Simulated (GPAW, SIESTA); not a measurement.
A GPAW input for a self-consistent single point of MoIr (P-6m2, 2 atoms in the cell) (DFT PBEsol, plane waves, GPAW PAW datasets PBEsol (made by gpaw-setup)):

```python
from ase import Atoms
from ase.units import GPa
from gpaw import GPAW, PW, FermiDirac

atoms = Atoms(['Mo', 'Ir'],
              cell=[[2.792050, 0.000000, 0.000000],
                    [-1.396025, 2.417986, 0.000000],
                    [0.000000, 0.000000, 4.469920]],
              scaled_positions=[[0.000000, 0.000000, 0.000000],
                                [0.333333, 0.666667, 0.500000]],
              pbc=True)

calc = GPAW(mode=PW(550),
            xc='PBEsol',
            kpts={'size': (18, 18, 10), 'gamma': True},
            occupations=FermiDirac(0.05),
            nbands=-6,
            symmetry={'symmorphic': False, 'tolerance': 0.0005},
            maxiter=120,
            txt='-')

atoms.calc = calc

energy = atoms.get_potential_energy()
print('Energy (eV):', round(energy, 6))
forces = atoms.get_forces()
print('Forces (eV/Ang):')
print(forces.round(5))
stress = atoms.get_stress()
print('Stress (GPa, Voigt):', (stress / GPa).round(4))
```

Q: Translate this input to SIESTA.

A: One input that does it (others would too):

```
# files in the folder: Mo.psml Ir.psml (PseudoDojo PBEsol standard)
SystemName  MoIr
SystemLabel moir

NumberOfAtoms                2
NumberOfSpecies              2
%block ChemicalSpeciesLabel
  1 42 Mo
  2 77 Ir
%endblock ChemicalSpeciesLabel
LatticeConstant              1.0 Bohr
%block LatticeVectors
     5.276209826    0.000000000    0.000000000
    -2.638104913    4.569331313    0.000000000
     0.000000000    0.000000000    8.446924599
%endblock LatticeVectors
AtomicCoordinatesFormat      Fractional
%block AtomicCoordinatesAndAtomicSpecies
     0.000000000    0.000000000    0.000000000  1
     0.333333000    0.666667000    0.500000000  2
%endblock AtomicCoordinatesAndAtomicSpecies

XC.functional                GGA
XC.authors                   PBEsol
PAO.BasisSize                DZP
PAO.EnergyShift              0.01 Ry
MeshCutoff                   300 Ry
%block kgrid.MonkhorstPack
   18   0   0  0.0
    0  18   0  0.0
    0   0  10  0.0
%endblock kgrid.MonkhorstPack
OccupationFunction           FD
ElectronicTemperature        580.23 K

MaxSCFIterations             150
SCF.Mixer.Method             Broyden
SCF.Mixer.Weight             0.25
SCF.Mixer.History            8
SCF.DM.Tolerance             1.0E-05
Diag.ParallelOverK           true
WriteForces                  true
Charge.Mulliken              end
```

Basis, cutoffs, solver keys and any potentials are the target program's own. This input uses DFT, GGA PBEsol, numerical atomic orbitals DZP, PseudoDojo PBEsol standard norm-conserving potentials (rewritten from UPF to PSML). Both were run: pressure -12.33 GPa in GPAW and -13.70 in SIESTA.

On SIESTA: the starting cell comes from a database of computed structures (which also holds hypothetical and non-ambient phases and stackings), without a prior relaxation at this level. Spin polarisation is off. Values carry the incompleteness of an atom-centred basis. With a pressure of about -14 GPa the cell is away from its equilibrium volume at this level.

On GPAW: the starting cell comes from a database of computed structures (which also holds hypothetical and non-ambient phases and stackings), without a prior relaxation at this level. Spin polarisation is off. With a pressure of about -12 GPa the cell is away from its equilibrium volume at this level.
